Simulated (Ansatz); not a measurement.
Amorphous Hf18O38Ge, 57 atoms at 8.72 g/cm³, one PBE-relaxed geometry, zone centre. Methods: PBE, scalar-relativistic without spin-orbit coupling (Ansatz, a program for electronic structure); r2SCAN, scalar-relativistic without spin-orbit coupling (Ansatz); HSE06, scalar-relativistic without spin-orbit coupling (Ansatz). Plane waves to 420 eV (r2SCAN 500 eV); exact exchange is cut at the cell's faces. All rungs ran without spin polarisation.

A CHGNet melt-quench gave the starting glass, which DFT then relaxed. O atoms were pushed apart under 1.9 Å during the dynamics, to hinder bonds among them. The hot cell started wider than the set density and was brought back towards it in steps. It is the lowest in DFT energy of 2 quenches. It is a model cell: composition and starting density were chosen by hand, and all elements were melted together. No dispersion term was used. Its density started from a set value of 8.72 and ended at 8.72 g/cm³. Cooling (nominally 380 K/ps over its main leg) ran many orders faster than in experiment, which tends to leave more defects and strain. A cell of this size samples the disorder only roughly. The volume was held where the preparation left it and the shape relaxed, at a PBE pressure of 0.6 GPa. Stress components on the final sampling reach 1.5 GPa. On a 2×2×2 Γ-centred mesh force components of up to 0.12 eV/Å stay, since the relaxation ran on the zone centre alone. Cycles of charging lowered its energy after that relaxation.

The relaxation ran on the zone centre alone. At PBE the gap is 4.11 eV on a 2×2×2 Γ-centred mesh, and the spacing at the zone centre alone 4.10 eV.

Question: What zone-centre spacing does r2SCAN give, roughly?

Answer: 4.58 eV (+0.48 eV against PBE).

Question: What zone-centre spacing does HSE06 give, roughly?

Answer: 5.68 eV (+1.58 eV against PBE).

The highest filled and the lowest empty state spread over these numbers of atoms (participation numbers): PBE: 12.2 and 36.7; r2SCAN: 11.3 and 30.9; HSE06: 11.4 and 37.5.
